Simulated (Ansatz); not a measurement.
Base system: Sn (space group I4_1/amd, No. 141; a = 5.888 Å, c = 3.187 Å; relaxed with 0.1 eV smearing). Axes: x, y, z lie along a, b, c of the conventional cell.

Structures relaxed with r2SCAN in Ansatz (plane waves to 500 eV, PAW, spin-orbit coupling left out), earlier PAW set.

Base:

Simulated powder pattern, Co Kα, λ = 1.79026 Å (kinematic, ideal powder, no thermal factors, no anomalous dispersion; the 14 strongest lines at most, above 2 %, up to 2θ = 90°):

| 2θ (°) | I/Imax (%) | hkl |
|---|---|---|
| 35.40 | 100 | (200) |
| 37.25 | 87 | (101) |
| 50.93 | 36 | (220) |
| 52.33 | 67 | (211) |
| 64.77 | 18 | (301) |
| 73.95 | 24 | (112) |
| 74.90 | 12 | (400) |
| 76.03 | 22 | (321) |
| 85.67 | 17 | (420) |
| 86.76 | 17 | (411) |

The change: biaxial strain −4.86 %, plane normal [001], relaxed out of plane (Cartesian); in-plane vectors clamped, the third vector and the atoms free.

After the change:

Simulated powder pattern, Co Kα, λ = 1.79026 Å (kinematic, ideal powder, no thermal factors, no anomalous dispersion; the 14 strongest lines at most, above 2 %, up to 2θ = 90°):

| 2θ (°) | I/Imax (%) | hkl |
|---|---|---|
| 36.19 | 100 | (101) |
| 37.27 | 92 | (200) |
| 52.93 | 68 | (211) |
| 53.74 | 33 | (220) |
| 66.51 | 17 | (301) |
| 70.71 | 29 | (112) |
| 78.80 | 22 | (321) |
| 79.46 | 11 | (400) |

The indices refer to each structure's own conventional cell; one index is shown for lines that coincide.

A biaxial case was relaxed in a doubled cell and then solved in the primitive one. No phonon test of stability was made.

Ansatz is a first-principles code.
